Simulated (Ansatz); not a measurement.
Start from HgTe in the zinc blende structure (space group F-43m, No. 216; a = 6.573 Å).

All numbers come from r2SCAN (Ansatz, a first-principles code, PAW, spin-orbit coupling left out).

Base values:

* **Volume per atom**: 35.49 Å³

One thing is altered: Si takes the place of Hg on all its sites, then cell and atoms are relaxed.

Tabulated Pauling electronegativity and covalent radius: Hg 2.00, 1.32 Å; Si 1.90, 1.11 Å.

**Question.** How does this affect the volume per atom?

**Answer.** The volume per atom falls by 0.67 Å³ to 34.82 Å³.

Stability against distortions was not tested. As relaxed here, SiTe is a hypothetical phase, not in the database extracts checked. All final runs are without spin polarisation.
